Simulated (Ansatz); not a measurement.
Take CdSe in the zinc blende structure (space group F-43m, No. 216; a = 6.1333 Å) as the base. Axes: x, y, z lie along the cube axes.

It is then changed as follows: uniaxial stress, 0.5 GPa tension along z, with the cell and atoms free to relax against it.

The values are results of r2SCAN, PAW, 500 eV (Ansatz, a quantum-chemistry and plane-wave program; scalar-relativistic without spin-orbit coupling), earlier PAW set, not measurements.

Give the band edges at the high-symmetry points of the new zone, measured from its valence-band maximum.


| point | valence edge (eV) | conduction edge (eV) |
|---|---|---|
| Γ | 0.00 | 1.00 |
| X | -1.83 | 3.46 |
| P | -2.13 | 5.28 |
| N | -0.69 | 2.79 |
| M | -1.74 | 3.55 |
| S | -1.38 | 4.21 |
| S₀ | -1.38 | 4.21 |
| R | -2.15 | 5.38 |
| G | -2.15 | 5.38 |

The gap is 1.00 eV, direct at Γ.

Load acts through the strain it causes; cell and atoms are relaxed under it. Beyond what the load breaks, stability against distortions was not tested. k-point labels follow each cell's own Brillouin zone.
